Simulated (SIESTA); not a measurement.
SIESTA run on ZnSnSb₂ (Pmm2, 4 atoms in the cell): self-consistent single point.

Method: LDA PW92, numerical atomic orbitals DZP, PseudoDojo LDA standard norm-conserving potentials (rewritten from UPF to PSML) (SIESTA 5.4.2).

```xyz
4
Lattice="4.4991 0.0000 0.0000 0.0000 4.4991 0.0000 0.0000 0.0000 6.2944" Properties=species:S:1:pos:R:3 pbc="T T T"
Zn     0.0000     0.0000     0.0500
Sn     2.2495     2.2495     3.1472
Sb     0.0000     2.2495     1.3999
Sb     2.2495     0.0000     4.8945
```

Reference input (self-consistent single point, DFT, LDA PW92, numerical atomic orbitals DZP, PseudoDojo LDA standard norm-conserving potentials (rewritten from UPF to PSML)): XC.functional = LDA; XC.authors = PW92; potentials = PseudoDojo LDA standard; PAO.BasisSize = DZP; PAO.EnergyShift = 0.005 Ry; MeshCutoff = 350 Ry; kgrid.MonkhorstPack = 4 4 3; OccupationFunction = FD; ElectronicTemperature = 1160.45 K; MaxSCFIterations = 150; SCF.Mixer.Method = Pulay; SCF.Mixer.Weight = 0.1. This run's input differs from it in these lines:

```diff
@@ -31,8 +31,8 @@
 %block kgrid.MonkhorstPack
-    4   0   0  0.0
-    0   4   0  0.0
-    0   0   3  0.0
+    8   0   0  0.0
+    0   8   0  0.0
+    0   0   6  0.0
 %endblock kgrid.MonkhorstPack
 OccupationFunction           FD
-ElectronicTemperature        1160.45 K
+ElectronicTemperature        3481.36 K
```

Log, with long lists cut:

```
        iscf     Eharris(eV)        E_KS(eV)     FreeEng(eV)     dDmax    Ef(eV) dHmax(eV)
   scf:    1   -12561.350020   -12691.713490   -12692.839977  1.762912 -2.413405 61.733880
   scf:    2   -12780.599050   -12753.668815   -12753.957621  0.488877 -3.524801 13.347686
   scf:    3   -12756.109454   -12754.979972   -12755.256008  0.119625 -3.587505  8.585800
   scf:    4   -12756.083923   -12755.865217   -12756.132922  0.285854 -3.699836  1.374359
   scf:    5   -12755.880838   -12755.880330   -12756.157685  0.021819 -3.756901  0.776538
   [... 5 lines left out ...]
   scf:   11   -12755.895362   -12755.895488   -12756.172437  0.000831 -3.757959  0.011949
   scf:   12   -12755.895615   -12755.895552   -12756.172438  0.000535 -3.758003  0.004747
   scf:   13   -12755.895509   -12755.895531   -12756.172438  0.000164 -3.758022  0.000090
   scf:   14   -12755.895531   -12755.895531   -12756.172438  0.000001 -3.758024  0.000050
SCF Convergence by DM+H criterion
max |DM_out - DM_in|         :     0.0000007672
max |H_out - H_in|      (eV) :     0.0000499326
SCF cycle converged after 14 iterations

Using DM_out to compute the final energy and forces

siesta: E_KS(eV) =           -12755.8955

siesta: E_KS - E_eggbox =    -12755.8955

siesta: Atomic forces (eV/Ang):
     1   -0.000000    0.000000   -0.236661
     2    0.000000    0.000000    0.039532
     3   -0.000000   -0.000000   -0.086108
     4    0.000000   -0.000000    0.284377
   Tot   -0.000000    0.000000    0.001140
   Max    0.284377
   Res    0.110248    sqrt( Sum f_i^2 / 3N )
   Max    0.284377    constrained

Stress tensor Voigt[x,y,z,yz,xz,xy] (kbar):       24.44       18.15       22.82        0.00        0.00       -0.00
(Free)E + p*V (eV/cell)   -12757.9065
   [... lines left out ...]
siesta: FreeEng =    -12756.172438
   [... lines left out ...]
siesta:     0.015256   -0.000000    0.000000
siesta:    -0.000000    0.011330   -0.000000
siesta:     0.000000    0.000000    0.014244

siesta: Cell volume =        127.409783 Ang**3

siesta: Pressure (static):
siesta:                Solid            Molecule  Units
siesta:          -0.00014824         -0.00018759  Ry/Bohr**3
siesta:          -0.01361033         -0.01722391  eV/Ang**3
siesta:         -21.80615466        -27.59575384  kBar
```

The run converged in 14 iterations. Against the reference run the free energy falls by 45.1 meV/atom, the pressure goes from -2.28 to -2.18 GPa and the largest force goes from 0.242 to 0.284 eV/Å.

The starting cell comes from a database of computed structures (which also holds hypothetical and non-ambient phases and stackings), without a prior relaxation at this level. Its lattice was rescaled by up to half a per cent. One atom was moved a little off its site on purpose. Values carry the incompleteness of an atom-centred basis. The run gives no clean gap (levels at the Fermi energy touch, overlap or are partly filled at this smearing), which alone does not show that the compound is a metal.

Cost on one core of a shared machine: roughly 2 min.
